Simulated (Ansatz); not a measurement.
Ansatz (a program for electronic structure) run on Re2Bi (Fd-3m, 6 atoms in the cell): self-consistent single point.

Method: PBEsol, default PAW files made with PBE (plane waves; Ansatz).

```
Re2Bi
1.0
    0.00000     3.82812     3.82812
    3.82812     0.00000     3.82812
    3.82812     3.82812     0.00000
Re Bi
4 2
Cartesian
  0.95703   0.95703   0.95703
  0.95703   2.87109   2.87109
  2.87109   0.95703   2.87109
  2.87109   2.87109   0.95703
  5.74218   5.74218   5.74218
  3.82812   3.82812   3.82812
```

Reference input (self-consistent single point, DFT, PBEsol, plane waves, default PAW files made with PBE): kpoints.mp_grid.grid = 8 8 8; hamiltonian.xc = pbesol; hamiltonian.pseudopotentials = {kind: paw} (the program's default PAW files); scf.occupations.method = cold; scf.occupations.width = 0.01 Ry. This run's input differs from it in these lines:

Ansatz 0.2 input:
```diff
@@ -13,3 +13,3 @@
 kpoints:
-  mp_grid: { grid: [8, 8, 8] }
+  mp_grid: { grid: [7, 7, 7] }
 hamiltonian:
@@ -18,3 +18,3 @@
 scf:
-  occupations: { method: cold, width: 0.01 Ry }
+  occupations: { method: cold, width: 0.0022 Ry }
 output:
```

Log, with long lists cut:

```
SCF iter   1: F=—  HF=-67427.529457 eV  |F-HF|=—  |Δ(HF+E_count)|=         —  Δρ=6.11e-3  dr2=1.27e-2  ethr=1.77e-3  ⟨swp⟩=6.0  Hψ=3720  notcnv=0  defer=3
all-band conjugate gradients solve this SCF's bands
preconditioner: auto → Resta (q_TF=auto, 2.630 Å⁻¹)
SCF iter   2: F=—  HF=-67427.529598 eV  |F-HF|=—  |Δ(HF+E_count)|=   1.41e-4  S|Δr|=    0.00e0  Δρ=3.22e-3  dr2=3.92e-3  ethr=1.41e-5  ⟨swp⟩=2.0  Hψ=1662  notcnv=0  defer=14
SCF iter   3: F=—  HF=-67427.529132 eV  |F-HF|=—  |Δ(HF+E_count)|=   4.66e-4  S|Δr|=    0.00e0  Δρ=2.29e-4  dr2=3.31e-5  ethr=4.35e-6  ⟨swp⟩=2.5  Hψ=1597  notcnv=0  defer=14
SCF iter   4: F=—  HF=-67427.529136 eV  |F-HF|=—  |Δ(HF+E_count)|=   4.62e-6  S|Δr|=    0.00e0  Δρ=5.11e-5  dr2=1.62e-6  ethr=3.67e-8  ⟨swp⟩=2.5  Hψ=1707  notcnv=0  defer=14
SCF iter   5: F=-67427.529136 eV  HF=-67427.529136 eV  |F-HF|=2.95e-8  |Δ(HF+E_count)|=   4.93e-8  S|Δr|=    0.00e0  Δρ=8.24e-6  dr2=6.06e-8  ethr=1.11e-10  ⟨swp⟩=9.2  Hψ=4931  notcnv=0
SCF 1 converged in 5 iterations: F = -67427.529136 eV  dr2 = 6.06e-8
Stability not checked (fill_not_monotonic)
Free energy (F): -67427.529136 eV
Internal energy: -67427.529578 eV  (E = F + TS)
E sigma→0 (E₀):  -67427.529283 eV
Entropy (-TS):   0.000441 eV (0.074 meV/atom)
Fermi energy:    19.620029 eV
--- Forces (eV/Å), atoms counted from 1 ---
  atom   1  Re     0.00000000    -0.00000000     0.00000000
   [... zero for the other atoms too ...]
--- Stress (GPa, compression-positive) ---
       -2.343975       0.000000       0.000000
        0.000000      -2.343975       0.000000
       -0.000000       0.000000      -2.343975
  P = ⅓ Tr σ = -2.3440 GPa (-23.440 kbar)
  The stress holds the Pulay correction. Without it, at fixed plane waves, as pw.x and ABINIT print it: P = -2.4387 GPa
```

The run converged in 5 iterations. Against the reference run the free energy hardly moves (within 1 meV/atom) and the pressure goes from -2.11 to -2.34 GPa.

The starting cell was generated: these elements placed on a structure prototype, without a prior relaxation; it need not be a known phase or ordering of this composition. Spin polarisation is off. Ansatz's pressure includes its estimate of the finite-basis (Pulay) stress.
